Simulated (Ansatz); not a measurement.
Density of states of NaReO$_{3}$ (Pm-3m) near the Fermi level, PBEsol, rigid bands (Ansatz, an electronic-structure program).

```
E − E_F (eV)  states/eV/cell
------------  --------------
-1.95                   0.49
-1.85                   0.52
-1.75                   0.56
-1.65                   0.60
-1.55                   0.64
-1.45                   0.68
-1.35                   0.72
-1.25                   0.76
-1.15                   0.80
-1.05                   0.84
-0.95                   0.89
-0.85                   0.94
-0.75                   0.99
-0.65                   1.04
-0.55                   1.09
-0.45                   1.15
-0.35                   1.21
-0.25                   1.28
-0.15                   1.36
-0.05                   1.44
0.05                    1.54
0.15                    1.64
0.25                    1.77
0.35                    1.93
0.45                    2.12
0.55                    2.38
0.65                    2.77
0.75                    3.54
0.85                    4.82
0.95                    2.92
1.05                    2.30
1.15                    1.97
1.25                    1.74
1.35                    1.57
1.45                    1.44
1.55                    1.33
1.65                    1.24
1.75                    1.16
1.85                    1.09
1.95                    0.83
```

Question: With 5 atoms a cell, what bare Sommerfeld coefficient γ = (π²/3) k_B² N(E_F) follows?

Answer: N(E_F) ≈ 1.49 states/eV a cell at 300 K, so γ ≈ 0.70 mJ/(mol of atoms·K²), before many-body enhancement (phonons, spin fluctuations, correlation).

Question: How far does the Fermi level move in a rigid band for 0.1 electron a cell added or removed?

Answer: 66 meV and -69 meV.

A metal at this level (no band gap); rigid bands, thermally averaged at 300 K, both spins. Spin-orbit coupling is left out, which matters with elements this heavy. Geometry: cell and atoms relaxed with PBEsol.

Computed structure with no diffraction record at hand here (it may be known, metastable or hypothetical): NaReO3 (Pm-3m).
